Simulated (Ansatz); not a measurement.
System: As (model structure, Fd-3m, No. 227, 2 atoms in the cell). Method: PBEsol+SOC in Ansatz (PAW).

The input as run:

Ansatz 0.2 input:
```yaml
crystal:
  lattice:
    - [0.0, 3.0064690878, 3.0064690878]
    - [3.0064690878, 0.0, 3.0064690878]
    - [3.0064690878, 3.0064690878, 0.0]
  atoms:
    - { symbol: As, position: [0.0, 0.0, 0.0] }
    - { symbol: As, position: [0.25, 0.25, 0.25] }
basis:
  ecutwfc: 520
  ecutrho_ratio: 4
  xc_grid: 2
kpoints:
  mp_grid: { grid: [16, 16, 16] }
hamiltonian:
  xc: pbesol
  dispersion: none
  pseudopotentials: { kind: paw }
scf:
  occupations: { method: fermi_dirac, width: 0.05 }
  convergence: { dr2_threshold: 0.0000000002 }
output:
  forces: true
  stress: true
  eigenvalues: true
magnetization:
  noncollinear: true
  spin_orbit: true
```

The run printed, among other lines:

```
Crystal: 2 atoms, lattice volume = 54.350 Å³
Basis set: ecut = 520 eV, 1459 PW (Γ), exchange–correlation on 64×64×64 points (8 copies of the dense FFT grid, shifted against one another)
Bands: 38, of which v1, the nominal top of the filled ones, is band 30 counted from 1 (29 counted from 0)
Symmetry: 48 space group operations + 48 with time reversal
k-points: 145 of 4096
Initial density: superposition of atomic densities (chi_scale 0.1, normalization cell)
Functional: x = pbesol(κ = 0.804, μ = 0.12345679012345678), c = pbesol(β = 0.046)
spin=Noncollinear: Kerker preconditioning applied to the charge; magnetization (m_x, m_y, m_z) channels mix plain (no charge-response kernel on spin).
SCF 1 converged in 9 iterations: F = -9625.517221 eV  dr2 = 1.26e-10
SCF converged after 9 iterations
Free energy (F): -9625.517221 eV
Internal energy: -9625.506154 eV  (E = F + TS)
E sigma→0 (E₀):  -9625.511688 eV
Fermi energy:    7.399658 eV
--- Forces (eV/Å), atoms counted from 1 ---
  atom   1  As    -0.00000000     0.00000000     0.00000000
  atom   2  As    -0.00000000    -0.00000000    -0.00000000
--- Stress (GPa, compression-positive) ---
        0.029026       0.000000       0.000000
        0.000000       0.029026      -0.000000
        0.000000      -0.000000       0.029026
  P = ⅓ Tr σ = 0.0290 GPa (0.290 kbar)
```

The PAW data were made under PBE.

Note: the relaxation could raise the start's symmetry but not lower it, so the cell can be a saddle point.

A model structure was made by putting elements into a prototype or built by hand; it is no filed structure, need not be a known phase, and can be a saddle point held by its symmetry.

Ansatz is a quantum-chemistry and plane-wave program.
